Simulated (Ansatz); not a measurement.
Results of r²SCAN (PAW; Ansatz, a first-principles code) for cubic perovskite CsPbCl₃ (cubic high-temperature phase).

Settings: plane-wave cutoff 560 eV, 6×6×6 k mesh, Fermi–Dirac smearing 0.01 eV, scalar-relativistic PAW data made under PBE.

Computed points:

```json
[
 {"V (Å³/atom)": "34.332", "E − E_lowest (meV/atom)": "11.47", "P (GPa)": "1.778"},
 {"V (Å³/atom)": "35.062", "E − E_lowest (meV/atom)": "4.90", "P (GPa)": "1.117"},
 {"V (Å³/atom)": "35.792", "E − E_lowest (meV/atom)": "1.18", "P (GPa)": "0.526"},
 {"V (Å³/atom)": "36.523", "E − E_lowest (meV/atom)": "0.00", "P (GPa)": "0.000"},
 {"V (Å³/atom)": "37.253", "E − E_lowest (meV/atom)": "1.09", "P (GPa)": "-0.470"},
 {"V (Å³/atom)": "37.984", "E − E_lowest (meV/atom)": "4.21", "P (GPa)": "-0.890"},
 {"V (Å³/atom)": "38.714", "E − E_lowest (meV/atom)": "9.14", "P (GPa)": "-1.264"}
]
```

Task: Fit the third-order Birch–Murnaghan equation and give B0 and B′.

Result: V0 = 36.522 Å³/atom, B0 = 24.9 GPa, B′ = 4.7 (fit to the energies at full precision).

Note: the relaxation could not lower the start's symmetry, so the cell can be a saddle point above a distorted one.

Spin–orbit coupling is not included; it can shift volumes and moduli of such heavy elements.

Static lattice: no zero-point or thermal effects.
